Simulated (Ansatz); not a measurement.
CH3 on the 1x1 (110) surface of bcc Nb, one in a 2x2 cell, energies for each (31.0 Å²). Energies are against CH4(g) − ½ H2(g), without zero-point or thermal terms; each row is named by its start.

All values below come from PBE (plane waves to 420 eV, PAW; Ansatz, a quantum-chemistry and plane-wave program).

Model: 20-atom slab, 6.8 Å thick at the start under the adsorbate (thin: gaps and levels are the slab's own), 5x5x1 mesh, Fermi-Dirac 0.1 eV, dipole correction, 8 atoms held, the rest relaxed; each run with such symmetry as its start has; spin where the adsorbate may keep a moment, no spin-orbit, no U, no dispersion correction.

A negative adsorption energy means that the adsorbate is more stable on the surface than in its reference. Starts that drift may end in the same place. Heights count from the host atoms within 0.3 Å of the top one.

```csv
starting site,E_ads (eV),height (Å),nearest host atom (Å),bonded to,Δ work function (eV),lateral drift (Å),moment (μB)
top Nb,-0.03,1.74,Nb 2.46,3 Nb,-0.80,1.8,0.0
hollow Nb-Nb-Nb,-0.03,1.74,Nb 2.45,3 Nb,-0.80,0.0,–
bridge Nb-Nb (span 2.9 Å),-0.03,1.74,Nb 2.46,3 Nb,-0.80,1.0,–
bridge Nb-Nb (span 3.3 Å),-0.03,1.75,Nb 2.46,3 Nb,-0.80,0.6,–
```
